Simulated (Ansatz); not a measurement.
Base system: TiO₂ in the rutile structure (space group P4_2/mnm, No. 136; a = 4.5912 Å, c = 2.9390 Å).

Level of theory: PBEsol (Ansatz, a quantum-chemistry and plane-wave program, PAW, no spin-orbit coupling).

For the base:

| Item | Result |
|---|---|
| Gap character | direct at Γ |
| Lattice parameter a | 4.591 Å |
| Valence-band top at Γ | 0.00, -0.45, -0.45 eV |

One thing is altered: a negative pressure, −2 GPa.

**Question.** How does this affect the gap character, lattice parameter a and valence-band top at Γ?

**Answer.** The gap character stays direct at Γ; the lattice parameter a goes up by 0.0174 Å to 4.609 Å; the valence-band top at Γ (three highest levels, from the VBM) changes from 0.00, -0.45, -0.45 eV to 0.00, -0.44, -0.44 eV.

Load acts through the strain it causes; cell and atoms are relaxed under it. Whether these cells are dynamically stable was not tested. The final runs are not spin-polarised.
